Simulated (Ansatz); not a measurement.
# A computed series for hypothetical P4/mmm W2N: pressure series

The reference is W$_{2}$N (space group P4/mmm, No. 123; a = 2.963 Å, c = 4.160 Å; a hypothetical phase, not in the database extracts checked).

Cell and atoms are relaxed at each pressure.

All numbers come from PBE-D3(BJ) in Ansatz (plane waves to 420 eV, PAW, scalar-relativistic without spin-orbit coupling).

Notes on the quantities. enthalpy: H = E + PV relative to the base's energy.

```csv
variant,lattice parameter a,enthalpy
base,2.963 Å,–
pressure −2 GPa,2.969 Å,-0.15 eV/atom
pressure −1 GPa,2.966 Å,-0.08 eV/atom
pressure 0.3 GPa,2.963 Å,+0.02 eV/atom
pressure 0.7 GPa,2.961 Å,+0.05 eV/atom
pressure 1.5 GPa,2.959 Å,+0.11 eV/atom
pressure 3 GPa,2.955 Å,+0.23 eV/atom
pressure 5 GPa,2.950 Å,+0.38 eV/atom
pressure 7.5 GPa,2.943 Å,+0.56 eV/atom
pressure 10 GPa,___,+0.75 eV/atom
```

Q: Fill in the withheld entries from the trend.

A: 
- pressure 10 GPa, lattice parameter a: 2.937 Å

Load acts through the strain it causes; cell and atoms are relaxed under it. Whether these cells are dynamically stable was not tested. Competing high-pressure phases were not computed. The base started in P4/nmm and relaxed to P4/mmm at this level. All final runs are without spin polarisation. An odd electron count without spin: W2N. The D3 term's C6 switches between coordination references near this geometry, which can add small steps to energies.

Ansatz is a quantum-chemistry and plane-wave program.
